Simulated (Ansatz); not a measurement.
The parent structure is SnTe in the rock salt structure (space group Fm-3m, No. 225; a = 6.289 Å). Axes: x, y, z lie along the cube axes.

The values are results of DFT with PBEsol, PAW potentials and a 420 eV plane-wave cutoff in Ansatz (a first-principles code), without spin-orbit coupling, not measurements.

Base values:

```
Property                         Value
-----------------------------  -------
Pressure                       0.0 GPa
Shortest interatomic distance  3.145 Å
```

It is then changed as follows: compressive biaxial strain of 2.50 % in the plane normal to [001], as in epitaxy on a mismatched substrate; the out-of-plane cell vector and the atoms relax.

How does this affect the energy relative to the base, pressure and shortest interatomic distance?

The energy increases by 18 meV/atom; the pressure (mean of the normal stresses, compression positive) goes from zero to 2.7 GPa; the shortest interatomic distance shrinks by 0.079 Å to 3.066 Å.

Stability against distortions was not tested. All final runs are without spin polarisation. Gaps under 0.05 eV, about the width of the smearing, are given as zero.
